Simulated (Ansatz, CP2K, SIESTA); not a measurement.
## K3Al (Pm-3m, 4 atoms in the cell) computed with different codes at matched settings

Relaxation of cell and atoms.

```xyz
4
Lattice="5.7719 0.0000 0.0000 0.0000 5.7719 0.0000 0.0000 0.0000 5.7719" Properties=species:S:1:pos:R:3 pbc="T T T"
K      0.0000     2.8859     2.8859
K      2.8859     0.0000     2.8859
K      2.8859     2.8859     0.0000
Al     0.0000     0.0000     0.0000
```

Shared settings, as Ansatz (a quantum-chemistry and plane-wave program) writes them: kpoints.mp_grid.grid = 5 5 5; scf.occupations.method = fermi_dirac; scf.occupations.width = 0.05 eV. Potentials and cutoffs stand in the table.

```tsv
code	model	final volume (Å³/atom)	cutoff
CP2K	PBEsol, GPW, DZVP-MOLOPT-SR-GTH basis, GTH-PBE potentials (GTH_POTENTIALS)	46.73	grid 500 Ry
SIESTA	GGA PBEsol, numerical atomic orbitals DZP, PseudoDojo PBEsol standard norm-conserving potentials (rewritten from UPF to PSML)	46.07	grid 300 Ry
Ansatz	PBEsol, PAW files made with PBE	45.05	default
```

The spread over the programs that give each value: final volume within 1.68 Å³/atom.

CP2K and SIESTA use small atom-centred bases, whose incompleteness enters pressures, forces and empty levels differently from a plane-wave cutoff. The programs treat the finite-basis stress differently while the cell relaxes: Ansatz adds an estimate of it.

The starting cell comes from a database of computed structures (which also holds hypothetical and non-ambient phases and stackings), without a prior relaxation at this level.

Keys are those of Ansatz 0.2.
